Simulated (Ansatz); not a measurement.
Base system: CdSe in the zinc blende structure (space group F-43m, No. 216; a = 6.1332 Å). Axes: x, y, z lie along the cube axes.

All numbers come from r2SCAN in Ansatz (plane waves to 500 eV, PAW, no spin-orbit coupling).

Base values:

| Quantity | Result |
|---|---|
| Band gap | 1.04 eV |
| Shortest interatomic distance | 2.656 Å |
| Pressure | 0.01 GPa |

One thing is altered: tensile biaxial strain of 3.00 % in the plane normal to [001], as in epitaxy on a mismatched substrate; the out-of-plane cell vector and the atoms relax.

Q: What happens to the band gap, shortest interatomic distance, pressure and hole mass?

A: The band gap falls by 0.17 eV (1.04 eV → 0.87 eV); the shortest interatomic distance goes up by 0.0147 Å, from 2.656 Å to 2.670 Å; the pressure (mean of the normal stresses, compression positive) shrinks by 0.774 GPa to -0.77 GPa; the hole mass is 0.090 mₑ out of plane, 0.69 mₑ in plane (at Γ).

Effective masses come from finite differences of ±0.01 Å⁻¹. Stability against distortions was not tested.

Ansatz is a quantum-chemistry and plane-wave program.
